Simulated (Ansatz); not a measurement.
The starting structures come from a database of crystals and need not be the phases stable at ambient conditions.

 Where the default PAW files enter, the runs use the earlier of Ansatz's two default sets.

Inside the gap of an insulator the Bloch states are evanescent, with a wavenumber k + iκ along the transport direction.

Given:

```
CELL_PARAMETERS angstrom
      5.89521     0.00000     0.00000
      0.00000     5.89521     0.00000
      0.00000     0.00000     5.89521
ATOMIC_POSITIONS crystal
  V  0.00000 0.00000 0.00000
  Cu 0.00000 0.00000 0.50000
  Cu 0.50000 0.00000 0.00000
  Cu 0.00000 0.50000 0.00000
  Te 0.25095 0.25095 0.25095
  Te 0.25095 0.74905 0.74905
  Te 0.74905 0.74905 0.25095
  Te 0.74905 0.25095 0.74905
```

Space group of this cell: P-43m. The cell is taken as given; by PBEsol its mean pressure is -1.7 GPa.

Transport runs along the normal of the first two printed cell vectors, the (001) plane of the conventional cell.

The gap is the functional's own, uncorrected, and κ follows it; spin-orbit coupling is left out. Mid-gap values are interpolated between the computed energies.

**Question.** Estimate the band gap and the smallest decay constant κ at mid-gap that PBEsol in Ansatz (a program for electronic structure) returns for this system.

**Answer.** Gap 0.56 eV on a 6×6×6 mesh; κ = 0.133 1/Å, at (0.500, 0.500) of the in-plane reciprocal vectors. At the zone centre, at the nearest computed energy, the slowest state has κ = 0.24 1/Å.
